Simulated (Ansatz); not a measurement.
Take Ti in the hcp (Mg type) structure (space group P6_3/mmc, No. 194; a = 2.9367 Å, c = 4.6410 Å; relaxed with 0.1 eV smearing) as the base. Axes: x lies along a and z along c of the hexagonal cell.

Method: r2SCAN in Ansatz (plane waves to 500 eV, PAW, no spin-orbit coupling), earlier PAW set.

The change: tensor shear ε_xy = +2.68 % (engineering shear γ = 0.0536), atoms relaxed at fixed cell.

Q: How does this affect the energy relative to the base?

A: The energy increases by 6.3 meV/atom.

Q: How does this affect the stress?

A: The stress (xx, yy, zz, yz, xz, xy; compression positive) amounts to (0.2, 0.3, -0.3, 0.0, 0.0, -2.2) GPa.

The cells carry an imposed strain or load. Stability against distortions was not tested. All final runs are without spin polarisation.

Ansatz is a first-principles code.
